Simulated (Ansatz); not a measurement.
MgB2 under a change: isotropic strain +2.00 %

The reference is MgB2 (space group P6/mmm, No. 191; a = 3.064 Å, c = 3.498 Å; relaxed with 0.1 eV smearing).

The change: the cell is scaled by 1.0200 in all directions; the atoms relax in the strained cell.

Method: PBEsol (Ansatz, an electronic-structure program; PAW; 420 eV plane waves; no spin-orbit coupling). k-mesh 22×22×17 (Γ-centred); smearing 0.1 eV (Fermi–Dirac).

The volume per atom grows by 0.58 Å³, from 9.48 Å³ to 10.06 Å³ and the space group remains P6/mmm (No. 191). The shortest interatomic distance grows by 0.035 Å (1.769 Å → 1.804 Å) and the energy grows by 16 meV/atom. The pressure (mean of the normal stresses, compression positive) goes from zero to -8.3 GPa and the band gap remains zero.

Final structure:

```
MgB2
1.0
    3.12530     0.00000     0.00000
   -1.56265     2.70659     0.00000
    0.00000     0.00000     3.56762
Mg B
1 2
Direct
  0.00000   0.00000   0.00000
  0.66667   0.33333   0.50000
  0.33333   0.66667   0.50000
```

Whether these cells are dynamically stable was not tested. The final runs are not spin-polarised.
